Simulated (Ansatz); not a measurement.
Band structure of SrZn₂Ge₂ (I4/mmm, 5 atoms in the cell).

```xyz
5
Lattice="-2.1519 2.1519 5.1593 2.1519 -2.1519 5.1593 2.1519 2.1519 -5.1593" Properties=species:S:1:pos:R:3 pbc="T T T"
Sr     0.0000     0.0000     0.0000
Zn     2.1519     0.0000     2.5797
Zn     0.0000     2.1519     2.5797
Ge     0.0000     0.0000     6.4018
Ge     0.0000     0.0000     3.9169
```

Method of the run: PBEsol, PAW files made with PBE (plane waves; Ansatz, a program for electronic structure).

Settings: kpoints.mp_grid.grid = 6 6 6; hamiltonian.xc = pbesol; hamiltonian.pseudopotentials = {kind: paw} (an earlier, softer set of the program's PAW files); scf.occupations.method = fermi_dirac; scf.occupations.width = 0.1 eV; kpoints.band_path.npoints = 8.

The starting cell comes from a database of computed structures (which also holds hypothetical and non-ambient phases and stackings), without a prior relaxation at this level. Its lattice was rescaled by a random factor within 2.5 % of one.

Levels in eV from the Fermi level, bands 28 to 35:
| point | 28 | 29 | 30 | 31 | 32 | 33 | 34 | 35 |
|---|---|---|---|---|---|---|---|---|
| Γ | -2.61 | -2.61 | -0.44 | -0.44 | -0.44 | -0.19 | 1.49 | 2.35 |
| X | -5.37 | -4.07 | -2.97 | -2.21 | 0.61 | 2.24 | 2.30 | 4.81 |
| Y | -4.71 | -4.19 | -2.89 | -2.07 | 0.58 | 2.22 | 2.47 | 4.59 |
| S | -2.85 | -2.24 | -2.19 | 0.21 | 0.63 | 1.41 | 1.88 | 2.50 |
| Z | -2.84 | -1.56 | -1.11 | 0.11 | 0.37 | 1.02 | 1.02 | 3.61 |
| S1 | -2.85 | -2.24 | -2.19 | 0.21 | 0.63 | 1.41 | 1.88 | 2.50 |
| N | -4.72 | -2.05 | -1.04 | -0.28 | 0.19 | 0.94 | 1.50 | 2.08 |
| P | -5.41 | -3.83 | -2.63 | -2.63 | -0.28 | 3.38 | 3.38 | 4.20 |
| Y1 | -4.71 | -4.19 | -2.89 | -2.07 | 0.58 | 2.22 | 2.47 | 4.59 |

Bands cross the Fermi level along this path, so the cell is metallic at this level.

Keys are those of Ansatz 0.2.
